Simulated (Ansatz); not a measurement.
# Input and output of a self-consistent single point for NaF (Fm-3m, 2 atoms in the cell) (Ansatz)

Computed with PBE (plane waves, PAW; Ansatz, a first-principles code).

The input file:

Ansatz 0.2 input:
```yaml
# NaF
crystal:
  lattice:
    - [0.00000000, 2.32194500, 2.32194500]
    - [2.32194500, 0.00000000, 2.32194500]
    - [2.32194500, 2.32194500, 0.00000000]
  atoms:
    - { symbol: Na, position_ang: [0.00000000, 0.00000000, 0.00000000] }
    - { symbol: F, position_ang: [2.32194500, 2.32194500, 2.32194500] }
basis:
  ecutwfc: 30.9 Ry
kpoints:
  mp_grid:
    grid: [9, 9, 9]
hamiltonian:
  xc: pbe
  pseudopotentials:
    kind: paw
scf:
  occupations:
    method: fermi_dirac
    width: 0.0007 Ry
output:
  forces: true
  eigenvalues: true
  stress: true
```

Log, with long lists cut:

```
WARN ansatz: RAYON_NUM_THREADS=1 ignored (pool sized by the plan → 1); use --threads N
Pseudopotentials: kind: paw
Pseudopotential: Na, paw, valence charge 9
Pseudopotential: F, paw, valence charge 7
Crystal: 2 atoms, lattice volume = 25.037 Å³
Basis set: ecut = 420.4159175005146 eV, 531 PW (Γ), exchange–correlation on 48×48×48 points (8 copies of the dense FFT grid, shifted against one another)
Bands: 12, of which v1, the nominal top of the filled ones, is band 8 counted from 1 (7 counted from 0)
Symmetry: 48 space group operations
Space group: Fm-3m (ITA 225), of the structure as read, at distance tolerance 2.9e-5 Å
k-points: 35 of 729
Initial density: superposition of atomic densities (neutral atoms: chi_scale 0, normalization atom), corrected by the library's trained network
Initial wavefunctions: pseudopotential atomic-orbital guess
Eigensolver: davidson
Functional: x = pbe(κ = 0.804, μ = 0.2195149727645171), c = pbe(β = 0.06672455060314922)
SCF iter   1: F=—  HF=-2297.426560 eV  |F-HF|=—  |Δ(HF+E_count)|=         —  Δρ=8.03e-4  dr2=1.09e-4  ethr=1.77e-3  ⟨swp⟩=5.9  Hψ=2401  notcnv=0
all-band conjugate gradients solve this SCF's bands
preconditioner: auto → none
SCF iter   2: F=—  HF=-2297.426256 eV  |F-HF|=—  |Δ(HF+E_count)|=   3.04e-4  Δρ=1.11e-3  dr2=1.76e-4  ethr=6.83e-7  ⟨swp⟩=2.2  Hψ=1145  notcnv=0
SCF iter   3: F=—  HF=-2297.426222 eV  |F-HF|=—  |Δ(HF+E_count)|=   3.42e-5  Δρ=3.67e-4  dr2=1.67e-5  ethr=6.83e-7  ⟨swp⟩=2.0  Hψ=549  notcnv=0
SCF iter   4: F=—  HF=-2297.426198 eV  |F-HF|=—  |Δ(HF+E_count)|=   2.42e-5  Δρ=5.22e-5  dr2=3.04e-7  ethr=1.04e-7  ⟨swp⟩=3.0  Hψ=746  notcnv=0
SCF iter   5: F=—  HF=-2297.426199 eV  |F-HF|=—  |Δ(HF+E_count)|=   1.27e-6  Δρ=5.21e-5  dr2=4.60e-7  ethr=1.90e-9  ⟨swp⟩=2.0  Hψ=665  notcnv=0
SCF iter   6: F=-2297.426199 eV  HF=-2297.426199 eV  |F-HF|=4.23e-8  |Δ(HF+E_count)|=   1.24e-7  Δρ=1.64e-5  dr2=4.71e-8  ethr=6.25e-10  ⟨swp⟩=2.5  Hψ=1362  notcnv=0
SCF 1 converged in 6 iterations: F = -2297.426199 eV  dr2 = 4.71e-8
SCF converged after 6 iterations
Free energy (F): -2297.426199 eV
Harris-Foulkes:  -2297.426199 eV  (|F-HF|=4.23e-8)
Internal energy: -2297.426199 eV  (E = F + TS)
E sigma→0 (E₀):  -2297.426199 eV
Fermi energy:    4.119224 eV
--- Per-component energies (eV) ---
  E_band       = -234.325418
  E_kinetic    = 329.192026
  E_local      = -1696.711428  (includes V_loc(G=0)·N_el)
  E_nonlocal   = 188.695128
  E_hartree    = 602.180253
  E_xc         = -120.190133
  E_vxc        = -154.170110  (∫ρ·V_xc dr)
  E_paw        = -463.636340  (= ΣΔE_a)
  E_vpaw       = -105.686695  (= ΣTr[D̂ρ^β])
  E_aug_tail   = 0.002014  (compensation charges beyond the density's cutoff)
  E_ewald      = -1136.957719
  E_smearing   = -0.000000  (= −TS)
  E_closure    = -0.000000  (closes the sum)
  Σ components = -2297.426199   (vs F -2297.426199, Δ=0.00e0)
--- Forces (eV/Å), atoms counted from 1 ---
  atom   1  Na    -0.00000000     0.00000000     0.00000000
  atom   2  F      0.00000000    -0.00000000     0.00000000
  max |Σ_I F_I| component: 4.17e-29 eV/Å
--- Stress (GPa, compression-positive) ---
        1.790053      -0.000000      -0.000000
       -0.000000       1.790053      -0.000000
        0.000000      -0.000000       1.790053
  P = ⅓ Tr σ = 1.7901 GPa (17.901 kbar)
  The stress holds the Pulay correction. Without it, at fixed plane waves, as pw.x and ABINIT print it: P = 1.3398 GPa
--- Band table (eV; the first three rows and the last of 35) ---
  k-point 0: bands = ["-46.1261", "-18.1777", "-17.9910", "-17.9910", "-17.9910", "0.9722", "0.9722", "0.9722", "7.2536", "19.9148", "19.9148", "19.9148"]
  k-point 1: bands = ["-46.1246", "-18.3631", "-17.9924", "-17.9924", "-17.7910", "0.7373", "0.9426", "0.9426", "7.6878", "18.4367", "20.1026", "20.1026"]
  k-point 2: bands = ["-46.1208", "-18.5762", "-17.9960", "-17.9960", "-17.5403", "0.2234", "0.8684", "0.8684", "8.7775", "16.5230", "20.5484", "20.5484"]
  k-point 34: bands = ["-46.1096", "-18.4632", "-18.0755", "-18.0741", "-17.5028", "-0.0139", "0.2010", "0.4627", "13.7340", "14.2155", "16.3624", "18.1331"]
```

The run converged in 6 iterations.

The starting cell has typed, rounded lattice constants, without a prior relaxation at this level. Its lattice was rescaled by up to half a per cent. Ansatz's pressure includes its estimate of the finite-basis (Pulay) stress.
